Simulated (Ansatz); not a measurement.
**Effect of Cs on a La site, symmetric start on La2O3**

Consider a 20-atom supercell of La₂O₃ (space group P-3m1, No. 164; a = 3.906 Å, c = 6.039 Å) at its relaxed geometry.

Perturbation: one La atom is replaced by Cs, atoms relaxed at fixed cell.

Level of theory: DFT with PBEsol, PAW potentials and a 420 eV plane-wave cutoff in Ansatz (a first-principles code), no spin-orbit coupling, earlier PAW set. Settings: 5×5×5 k-points, 0.01 eV Fermi–Dirac smearing.

| quantity | base | changed | shift |
|---|---|---|---|
| gap of the supercell | 3.78 eV | zero | – |
| total moment of the cell | – | 2.0 μB | – |
| energy gained by relaxation | – | 1.22 eV | – |
| largest displacement of a host atom from its site in the perfect cell | – | 0.28 Å | – |
| shift of the substituted atom off its lattice site | – | 0.23 Å | – |

Final structure:

```xyz
20
Lattice="7.8129 0.0000 0.0000 -3.9065 6.7662 0.0000 3.9065 6.7662 6.0394" Properties=species:S:1:pos:R:3 pbc="T T T"
Cs     7.8129     2.2554     1.2530
La     5.8502     5.6330     1.4884
La     3.9065     2.2664     1.4884
La     1.9628     5.6330     1.4884
La     5.8724     7.8865     4.5550
La     3.9065    11.2917     4.5550
La     1.9405     7.8865     4.5550
La     0.0000    11.2770     4.5679
O      0.0000    -0.2691    -0.0729
O     -2.1863     3.5176    -0.0729
O      3.9065     0.0000    -0.0543
O      2.1863     3.5176    -0.0729
O      3.9065     9.0216     4.1528
O      5.8687     5.6437     3.8944
O      0.0000     9.0112     3.8944
O      1.9442     5.6437     3.8944
O      5.9985     7.8137     2.2030
O      7.8129     4.6710     2.2030
O      1.8144     7.8137     2.2030
O      3.9065     4.5108     2.1921
```

Other magnetic orders, which the real material may have, were not ruled out. The cell is small, so the values are those of an ordered compound at a high defect concentration; dilute-limit values will differ. A case with no gap was solved on a k-mesh chosen for an insulator, which is coarse for it. The defect started on the symmetric site and kept its symmetry, so it may sit on a saddle. The defect cell is spin-polarised and ends with 2.0 μB.
